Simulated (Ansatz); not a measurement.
Response to strain in ZnO

The reference is ZnO in the wurtzite structure (space group P6_3mc, No. 186).

```
ZnO
1.0
    3.18693     0.00000     0.00000
   -1.59347     2.75997     0.00000
    0.00000     0.00000     5.15257
Zn O
2 2
Cartesian
  0.00000   1.83998   0.00925
  1.59347   0.91999   2.58553
  0.00000   1.83998   1.95903
  1.59347   0.91999   4.53532
```

Cartesian axes are those of the cell as printed.

Strains are applied to the cell and any free atomic positions relax; under biaxial strain the out-of-plane vector relaxes too.

Calculations: LDA (Ansatz, an electronic-structure program, PAW, no spin-orbit coupling).

```json
[
 {"case": "base", "width of the top valence band": "1.93 eV", "electron mass": "0.15 mₑ (at Γ)", "band gap": "0.80 eV", "volume per atom": "11.33 Å³"},
 {"case": "biaxial strain +0.60 %, plane normal [001], relaxed out of plane", "width of the top valence band": "1.91 eV", "electron mass": "0.15 mₑ (at Γ)", "band gap": "0.81 eV", "volume per atom": "11.40 Å³"},
 {"case": "biaxial strain +1.80 %, plane normal [001], relaxed out of plane", "width of the top valence band": "1.92 eV", "electron mass": "0.16 mₑ out of plane, 0.14 mₑ in plane (at Γ)", "band gap": "0.82 eV", "volume per atom": "11.52 Å³"},
 {"case": "biaxial strain +2.40 %, plane normal [001], relaxed out of plane", "width of the top valence band": "1.91 eV", "electron mass": "0.16 mₑ out of plane, 0.14 mₑ in plane (at Γ)", "band gap": "0.82 eV", "volume per atom": "11.57 Å³"},
 {"case": "biaxial strain +3.00 %, plane normal [001], relaxed out of plane", "width of the top valence band": "…", "electron mass": "0.16 mₑ out of plane, 0.14 mₑ in plane (at Γ)", "band gap": "…", "volume per atom": "…"}
]
```

**Question.** Some entries are withheld; estimate them.

**Answer.** 
- biaxial strain +3.00 %, plane normal [001], relaxed out of plane, width of the top valence band: 1.89 eV
- biaxial strain +3.00 %, plane normal [001], relaxed out of plane, band gap: 0.83 eV
- biaxial strain +3.00 %, plane normal [001], relaxed out of plane, volume per atom: 11.63 Å³

Masses are band curvatures over ±0.01 Å⁻¹ around the edge. Stability against distortions was not tested.
